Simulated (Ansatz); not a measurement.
## Pressure series in Mg2Ge

Consider Mg2Ge in the anti-fluorite structure (space group Fm-3m, No. 225; a = 6.286 Å).

Cell and atoms are relaxed at each pressure.

Computed with Ansatz (a first-principles code), LDA, PAW, cutoff 420 eV, spin-orbit coupling left out.

Task: Only one of these has no band gap. Which?
A. pressure 0.9 GPa
B. pressure 9 GPa
C. pressure −2 GPa

Result: B, pressure 9 GPa. Computed: pressure −2 GPa: 0.14 eV; pressure 0.9 GPa: 0.09 eV; pressure 9 GPa: zero

Load acts through the strain it causes; cell and atoms are relaxed under it. No phonon test of stability was made. Competing high-pressure phases were not computed. All final runs are without spin polarisation. A zero or small gap of Mg2Ge can be the functional's error rather than a property of the material.
